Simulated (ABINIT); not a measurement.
Worked example: relaxation of the atoms of the (110) slab of SiC (cut from a parent of space group no. 216; 4 atoms in the cell) in ABINIT.

Method: LDA (PW92), PAW (JTH v2.0 LDA PAW) (plane waves; ABINIT).

Input:

```
# CSi, JTH v2.0 LDA PAW
pp_dirpath "./"
pseudos "C.LDA_PW-JTH.xml, Si.LDA_PW-JTH.xml"
acell 3*1.0
rprim
         8.2804019329    0.0000000000    0.0000000000
         0.0000000000    5.8551274245    0.0000000000
         0.0000000000    0.0000000000   29.3837256776
natom 4
ntypat 2
znucl 6 14
typat 1 1 2 2
xred
         0.2500000000    0.7500000000    0.4501840000
         0.7500000000    0.2500000000    0.5498160000
         0.0000000000    0.7500000000    0.5498160000
         0.5000000000    0.2500000000    0.4501840000
ecut 571 eV
pawecutdg 1143 eV
pawxcdev 0
occopt 3
tsmear 0.00183747
nband 13
kptopt 1
ngkpt 3 4 1
nshiftk 1
shiftk 0 0 0
nstep 100
tolvrs 1.0e-08
diemac 10
ionmov 22
ntime 40
tolmxf 0.000389
prtwf 0
prtden 0
enunit 2
```

Log, with long lists cut:

```
  -0.03669  -0.00121   0.00000   0.23266   0.89070   0.00000   0.00528   0.01583
   0.00000   0.00000   0.01751   0.00000   0.00000   0.00034   0.00000   0.00000
   0.00202   0.00005   0.00000   0.01780   0.00528   0.00000   0.00036   0.00013
  -0.00273  -0.00003   0.00000   0.00523   0.01583   0.00000   0.00013   0.00034
 Atom #  4
   [... lines left out ...]
   [... 5 lines left out ...]

 Write iteration in HIST netCDF file

---OUTPUT-----------------------------------------------------------------------

 Cartesian coordinates (xcart) [bohr]
  2.70327093811959E+00  4.39134556837500E+00  1.43255570892997E+01
  6.84347190456959E+00  1.46378185612500E+00  1.50581685883003E+01
 -6.33170454894588E-01  4.39134556837500E+00  1.25187679571616E+01
  3.50703051155541E+00  1.46378185612500E+00  1.68649577204384E+01
 Reduced coordinates (xred)
  3.26466149834932E-01  7.50000000000000E-01  4.87533720076227E-01
  8.26466149834932E-01  2.50000000000000E-01  5.12466279923774E-01
 -7.64661498349315E-02  7.50000000000000E-01  4.26044270032951E-01
  4.23533850165068E-01  2.50000000000000E-01  5.73955729967049E-01
 Cartesian forces (fcart) [Ha/bohr]; max,rms= 6.37422E-02 3.04815E-02 (free atoms)
 -8.82831723065462E-03 -0.00000000000000E+00  3.68209313903346E-02
 -8.82831723065462E-03 -0.00000000000000E+00 -3.68209313903346E-02
  8.82831723065462E-03 -0.00000000000000E+00  6.37421748571405E-02
  8.82831723065462E-03 -0.00000000000000E+00 -6.37421748571405E-02
 Gradient of E wrt nuclear positions in reduced coordinates (gred)
  7.31020150609669E-02 -0.00000000000000E+00 -1.08193614716732E+00
  7.31020150609669E-02  0.00000000000000E+00  1.08193614716732E+00
 -7.31020150609669E-02 -0.00000000000000E+00 -1.87298258009583E+00
 -7.31020150609669E-02 -0.00000000000000E+00  1.87298258009583E+00
 Total energy (etotal) [Ha]= -1.92846469128949E+01

 Difference of energy with previous step (new-old):
           Absolute (Ha)=-5.62621E-01
           Relative     =-2.96064E-02
 fconv : at Broyd/MD step   4, gradients have not converged yet.
  max grad (force/stress) = 6.3742E-02 > tolmxf= 3.8900E-04 ha/bohr (free atoms)

--- !Ionmov22Error
src_file: m_pred_bfgs.F90
src_line: 798
mpi_rank: 0
message: |
    Lbfgs routine failed. Returned value: 0
    Restart your calculation from last step or try a different ionmov
...

 abinit_abort: decision taken to exit. Check above messages for more info
Abort(13) on node 0 (rank 0 in comm 0): application called MPI_Abort(MPI_COMM_WORLD, 13) - process 0
```

The program stopped with an error. 

The starting cell has typed, rounded lattice constants, without a prior relaxation at this level. The slab is cut from that crystal, and its faces start unrelaxed. Its lattice was rescaled by up to half a per cent.

Cost on one core of a shared machine: roughly 2 min.
